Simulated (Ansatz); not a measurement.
**K₂S in the anti-fluorite structure (space group Fm-3m, No. 225)**

```cif
data_K2S
_chemical_formula_sum 'K2 S1'
_space_group_name_H-M_alt 'P 1'
_space_group_IT_number 1
_cell_length_a 5.27640
_cell_length_b 5.27640
_cell_length_c 5.27640
_cell_angle_alpha 60.000
_cell_angle_beta 60.000
_cell_angle_gamma 60.000
loop_
_space_group_symop_operation_xyz
  'x, y, z'
loop_
_atom_site_label
_atom_site_type_symbol
_atom_site_fract_x
_atom_site_fract_y
_atom_site_fract_z
_atom_site_occupancy
K1 K 0.25000 0.25000 0.25000 1
K2 K 0.75000 0.75000 0.75000 1
S1 S 0.00000 0.00000 0.00000 1
```

All numbers come from Kohn–Sham DFT with the PBE functional, run in Ansatz (a first-principles code) with PAW and 420 eV plane waves, no SOC. Γ-centred 8×8×8 mesh, Fermi–Dirac width 0.05 eV.

```json
{
 "volume_per_atom": "34.62 Å³",
 "density": "1.76 g/cm³",
 "band_gap": "2.32 eV, indirect, X → Γ",
 "electron_mass": "0.36 mₑ",
 "Lowest conduction-band minima above the VBM": "Γ 2.32 eV; X along ⟨100⟩ 3.50 eV",
 "total_energy": "-1326.953 eV/atom (σ→0; compares only within this code and set-up)"
}
```

Effective masses come from finite differences of ±0.01 Å⁻¹. Whether these cells are dynamically stable was not tested.
